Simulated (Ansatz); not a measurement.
Fluorite CoSi2, treated with LDA (plane waves, PAW; Ansatz, a program for electronic structure).

Settings: plane-wave cutoff 520 eV, 12×12×12 k mesh, Fermi–Dirac smearing 0.1 eV, perturbation theory, force constants from a 4×4×4 q mesh, no spin polarisation, scalar-relativistic PAW data made under PBE.

Computed at the level's own relaxed cell.

```
CELL_PARAMETERS angstrom
      0.00000     2.63691     2.63691
      2.63691     0.00000     2.63691
      2.63691     2.63691     0.00000
ATOMIC_POSITIONS crystal
  Co 0.00000 0.00000 0.00000
  Si 0.25000 0.25000 0.25000
  Si 0.75000 0.75000 0.75000
```

Harmonic phonon frequencies (cm⁻¹; i marks an imaginary mode):

| q point | frequencies |
|---|---|
| Γ | 0 0 0 347 347 347 348 348 348 |
